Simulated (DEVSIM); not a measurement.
Structure: Pd/SiON/p-Si capacitor, at 300 K.

| layer (left to right) | material | thickness (nm) | Na (cm⁻³) |
|---|---|---|---|
| 1 | SiON | 24.0 | - |
| 2 | Si | 3800 | 2.3e16 |

Metal gate on the left, work function 5.2 eV. Fixed charge at the semiconductor interface 0 cm⁻² (in units of +e); no interface traps.

This is a model device: material constants are rounded textbook-type values typed into the input, and sizes, dopings and lifetimes were drawn at random. Values at 300 K.

| parameter | SiON | Si |
|---|---|---|
| gap (eV) | 7 | 1.124 |
| affinity (eV) | 1.4 | 4.05 |
| permittivity | 5.5 | 11.7 |
| Nc (cm⁻³) | - | 2.86e19 |
| Nv (cm⁻³) | - | 3.1e19 |

DEVSIM, 1D Poisson equation in equilibrium, Boltzmann statistics, complete ionisation; no quantum confinement or tunnelling. Metal contacts follow the ideal Schottky-Mott rule: no Fermi-level pinning, no interface dipoles.

**Question.** Tabulate band edges, carrier densities and field at -1.1 V on the gate.

**Answer.** Energies count from the Fermi level of the right contact; mesh points crowd at the junctions.

```
x (μm)    Ec (eV)  Ev (eV)  n (cm⁻³)  p (cm⁻³)  field (V/cm)
--------  -------  -------  --------  --------  ------------
0.000       4.900   -2.100     < 1e2     < 1e2       -490000
0.001564    4.824   -2.176     < 1e2     < 1e2       -490000
0.004837    4.665   -2.335     < 1e2     < 1e2       -490000
0.01200     4.317   -2.683     < 1e2     < 1e2       -490000
0.02073     3.893   -3.107     < 1e2     < 1e2       -490000
0.02317     3.775   -3.225     < 1e2     < 1e2       -490000
0.02441     1.075   -0.048     < 1e2    4.7e18       -190000
0.02782     1.034   -0.090       120    9.5e17        -82000
0.03486     0.997   -0.127       510    2.3e17        -35000
0.05185     0.963   -0.161      1900    6.2e16        -11000
0.09285     0.943   -0.181      4200    2.8e16         -1900
0.2444      0.938   -0.186      5100    2.3e16           ≈ 0
0.5574      0.938   -0.186      5100    2.3e16           ≈ 0
1.270       0.938   -0.186      5100    2.3e16           ≈ 0
2.923       0.938   -0.186      5100    2.3e16           ≈ 0
3.438       0.938   -0.186      5100    2.3e16           ≈ 0
3.665       0.938   -0.186      5100    2.3e16           ≈ 0
3.759       0.938   -0.186      5100    2.3e16           ≈ 0
3.804       0.938   -0.186      5100    2.3e16           ≈ 0
3.817       0.938   -0.186      5100    2.3e16           ≈ 0
3.822       0.938   -0.186      5100    2.3e16           ≈ 0
3.824       0.938   -0.186      5100    2.3e16           ≈ 0
```
